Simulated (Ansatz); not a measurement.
The starting structures come from a database of crystals and need not be the phases stable at ambient conditions.

Tunnelling through a barrier is set by its complex band structure: the current falls as exp(−2κd) with the smallest κ.

Consider the following.

```xyz
10
Lattice="4.6112 -0.0022 0.0016 -2.3016 8.3369 0.0411 2.3038 3.6966 9.7080" Properties=species:S:1:pos:R:3 pbc="T T T"
Cs     2.3009     2.0048     2.1962
Cs     2.3024     9.9850     7.5566
Li     2.3003     5.4854     7.6875
Li    -0.0033     5.9965     4.8762
Li     2.3028     6.5041     2.0651
I     -0.0033     5.0772     1.9059
I      2.3032     7.9538     4.3348
I      2.3002     4.0358     5.4178
I      4.6066     6.9123     7.8461
I      2.3047     8.3140     0.0436
```

Space group of this cell: P1. The cell was relaxed by PBE-D3(BJ); by r2SCAN its mean pressure is 0.9 GPa.

Transport runs along the normal of the first two printed cell vectors.

No gap correction and no spin-orbit coupling; mid-gap values are interpolated between computed energies.

**Question.** Compute, with Ansatz (a quantum-chemistry and plane-wave program) with r2SCAN, the band gap and the smallest decay constant κ at mid-gap.

**Answer.** Gap 4.59 eV on a 8×4×4 mesh; κ = 0.312 1/Å, at the zone centre.
